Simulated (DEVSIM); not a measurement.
System: abrupt GaAs n-p junction, at 300 K.

```tsv
layer (left to right)	material	thickness (μm)	Nd (cm⁻³)	Na (cm⁻³)	τn (s)	τp (s)
1	GaAs	1.80	8.5e15	-	4e-10	4e-10
2	GaAs	20.0	-	1.7e14	4e-10	4e-10
```

Left contact: ohmic. Right contact: ohmic. Voltage is applied to the left contact. Recombination: SRH at mid-gap, Auger. Mobility is μmin + (μ − μmin)/(1 + (N/Nref)^α).

The device is made up for the run: typed textbook-type constants, with dimensions and the other settings drawn at random. Values at 300 K; Nc and Nv go as T^1.5, mobilities as T to minus their exponent, the gap by Varshni's rule with the affinity fixed.

```
parameter             GaAs
----------------  --------
gap (eV)             1.424
affinity (eV)         4.07
permittivity          12.9
Nc (cm⁻³)           4.7e17
Nv (cm⁻³)             9e18
μn (cm²/Vs)           8500
μp (cm²/Vs)            400
μn,min                 500
μp,min                  20
Nref,n                6e16
Nref,p              1.5e17
αn                    0.39
αp                    0.38
T exponent of μn       2.1
T exponent of μp       2.2
Cn (cm⁶/s)           1e-30
Cp (cm⁶/s)           1e-30
Varshni α (eV/K)  0.000541
Varshni β (K)          204
```

DEVSIM, 1D drift-diffusion, Boltzmann statistics, complete ionisation; no tunnelling, impact ionisation, image-force lowering or self-heating.

Base results: potential step across the device at zero bias (V) 1.039; dark forward voltage at 1 A/cm² (V) 1.006.

Problem. What follows from this one change: temperature 300 → 500 K?

Solution. potential step across the device at zero bias 1.039 → 0.621 V; dark forward voltage at 1 A/cm² 1.006 → 0.799 V.

Problem. What follows from this one change: constant mobility in place of the doping-dependent one?

Solution. potential step across the device at zero bias little changed (1.039 V); dark forward voltage at 1 A/cm² 1.006 → 0.993 V.
